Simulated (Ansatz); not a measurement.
# BN: pressure 60 GPa

Take BN in the h-BN type structure (space group P6_3/mmc, No. 194; a = 2.4998 Å, c = 6.4129 Å; layered, stacked along the Cartesian z axis) as the base.

Perturbation: a hydrostatic pressure of 60 GPa.

All numbers come from PBEsol-D3(BJ)/PAW in Ansatz (a program for electronic structure), without spin-orbit coupling, earlier PAW set. Settings: 15×15×5 k-points, 0.05 eV Fermi–Dirac smearing.

| quantity | base | changed | shift |
|---|---|---|---|
| volume per atom | 8.68 Å³ | 5.80 Å³ | -2.88 Å³ |
| lattice parameter a | 2.500 Å | 2.435 Å | -0.065 Å |
| c/a ratio | 2.565 | 1.857 | -0.7087 |
| shortest interatomic distance | 1.443 Å | 1.406 Å | -0.0377 Å |
| enthalpy H = E + PV relative to the base's energy | – | +2.50 eV/atom | – |
| band gap | 4.08 eV | 3.48 eV | -0.60 eV |
| gap character | indirect, k = (0.267, 1/3, 0) in the run's primitive reciprocal basis → M | indirect, K–Γ (48 % along) → L–M (38 % along) | – |
| smallest direct gap | 4.49 eV | 4.57 eV | +0.086 eV |
| width of the top valence band | 3.30 eV | 4.16 eV | +0.86 eV |

From pressure 60 GPa on, the axis ratios lie over 15 % from the base's, so the cell there is far from its starting form. Load acts through the strain it causes; cell and atoms are relaxed under it. Stability against distortions was not tested. No other phases were tried under pressure.
